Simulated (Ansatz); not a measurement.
The parent structure is SnTe in the rock salt structure (space group Fm-3m, No. 225; a = 6.370 Å). Axes: x, y, z lie along the cube axes.

Computed with r2SCAN in Ansatz (plane waves to 500 eV, PAW, no SOC).

Strains are applied to the cell and any free atomic positions relax; under biaxial strain the out-of-plane vector relaxes too; under stress the whole cell relaxes.

One change was made to it. Results:

| quantity | base | after |
|---|---|---|
| energy relative to the base (free energy F) | 0 meV/atom | +4.8 meV/atom |
| band gap | 0.13 eV | zero |

Problem. Name the change that was made.
A. uniaxial stress, 3 GPa compression along z
B. biaxial strain −0.90 %, plane normal [001], relaxed out of plane
C. tensor shear ε_yz = +1.80 %
D. isotropic strain +5.32 %
E. strain tensor (xx, yy, zz, yz, xz, xy) = (+0.20, −0.19, +0.67, −0.79, +1.15, +1.96) %

Solution. E, strain tensor (xx, yy, zz, yz, xz, xy) = (+0.20, −0.19, +0.67, −0.79, +1.15, +1.96) %. For comparison, the energy relative to the base in the other runs: biaxial strain −0.90 %, plane normal [001], relaxed out of plane gives +2.2 meV/atom; tensor shear ε_yz = +1.80 % gives +2.4 meV/atom; isotropic strain +5.32 % gives +95 meV/atom; uniaxial stress, 3 GPa compression along z gives +6.1 meV/atom.

A case with no gap was solved on a k-mesh chosen for an insulator, which is coarse for it. Spin-orbit coupling, missing from the scalar runs, can matter with Te. Stability under load was not tested beyond the relaxation. The final runs are not spin-polarised. Gaps under 0.05 eV, about the width of the smearing, are given as zero. A zero or small gap of SnTe can be the functional's error rather than a property of the material.

Ansatz is a quantum-chemistry and plane-wave program.
